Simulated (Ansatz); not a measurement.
Results of r²SCAN (Ansatz, a program for electronic structure, PAW) for IrB (model structure, started from the CsCl type, Pm-3m, No. 221, 2 atoms in the cell).

Run with plane-wave cutoff 560 eV, 20×20×20 k mesh, Fermi–Dirac smearing 0.05 eV, no spin polarisation, scalar-relativistic PAW data made under PBE.

Cell (relaxed at this level):

```cif
data_BIr
_chemical_formula_sum 'Ir1 B1'
_space_group_name_H-M_alt 'P 1'
_space_group_IT_number 1
_cell_length_a 2.72220
_cell_length_b 2.72220
_cell_length_c 2.72220
_cell_angle_alpha 90.000
_cell_angle_beta 90.000
_cell_angle_gamma 90.000
loop_
_space_group_symop_operation_xyz
  'x, y, z'
loop_
_atom_site_label
_atom_site_type_symbol
_atom_site_fract_x
_atom_site_fract_y
_atom_site_fract_z
_atom_site_occupancy
Ir1 Ir 0.00000 0.00000 0.00000 1
B1 B 0.50000 0.50000 0.50000 1
```

Q: Predict the bulk modulus.

A: 
- bulk modulus = 362 GPa

Note: the run has no spin polarisation, so it can have missed a magnetic state; the bulk modulus is −V dP/dV from two relaxed cells at ±2 % in volume; the relaxation could raise the start's symmetry but not lower it, so the cell can be a saddle point.

Spin–orbit coupling is not included; it can open a gap where bands touch, and shift volumes and moduli.

Static lattice: no zero-point or thermal effects.

Cost on a shared machine: around 90 core-seconds (rough).

A model structure was made by putting elements into a prototype or built by hand; it is no filed structure, need not be a known phase, and can be a saddle point held by its symmetry.
